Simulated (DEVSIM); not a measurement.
System: Si/Ge n-p heterojunction, at 300 K.

Layer 1 from the left is Si, thickness (μm) 1.40, Nd (cm⁻³) 6.7e16, τn (s) 6.1e-7, τp (s) 6.1e-7. Layer 2 from the left is Ge, thickness (μm) 0.710, Na (cm⁻³) 3.9e15, τn (s) 6.1e-7, τp (s) 6.1e-7.

Left contact: ohmic. Right contact: ohmic. Voltage is applied to the left contact. Recombination: SRH at mid-gap, radiative, Auger. Mobility is constant in doping.

This is a model device: material constants are rounded textbook-type values typed into the input, and sizes, dopings and lifetimes were drawn at random. Values at 300 K.

Si: gap (eV) 1.124, affinity (eV) 4.05, permittivity 11.7, Nc (cm⁻³) 2.86e19, Nv (cm⁻³) 3.1e19, μn (cm²/Vs) 1417, μp (cm²/Vs) 470, B (cm³/s) 4.7e-15, Cn (cm⁶/s) 2.8e-31, Cp (cm⁶/s) 9.9e-32. Ge: gap (eV) 0.664, affinity (eV) 4, permittivity 16, Nc (cm⁻³) 1.04e19, Nv (cm⁻³) 6e18, μn (cm²/Vs) 3900, μp (cm²/Vs) 1900, B (cm³/s) 6.4e-14, Cn (cm⁶/s) 1e-31, Cp (cm⁶/s) 1e-31.

Simulated with DEVSIM: 1D drift-diffusion, Boltzmann statistics, complete ionisation; no tunnelling, impact ionisation, image-force lowering or self-heating. Band offsets follow the typed affinities; no thermionic-emission limit at abrupt steps, no polarisation charge.

Q: What does the simulation give for the largest field in the device at zero bias, the potential step across the device at zero bias, the dark forward voltage at 1 A/cm²?

A: largest field in the device at zero bias 19000 V/cm; potential step across the device at zero bias 0.268 V; dark forward voltage at 1 A/cm² 0.086 V.
